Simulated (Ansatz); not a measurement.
The starting structures come from a database of crystals and need not be the phases stable at ambient conditions.

By PBEsol, the system below comes out a metal.

Crystal: YCo3B2 (P6/mmm, not sure to be the ambient phase, 6 atoms a cell, 10.7 Å³ an atom, -4 GPa at this level); planes in its conventional cell.

All values below come from PBEsol (plane waves, PAW; Ansatz, a program for electronic structure).

Ballistic conductance counts the channels of both spins, as a mean over 0.1 eV about the Fermi level; spin-orbit coupling is left out.

```csv
plane,area (Å²),G/A (10¹⁵ S/m²)
(100),14.7,0.36
(001),21.9,[?]
(110),25.5,0.36
```

**Question.** Complete the blanks.

**Answer.** 
- (001), G/A (10¹⁵ S/m²): 1.1
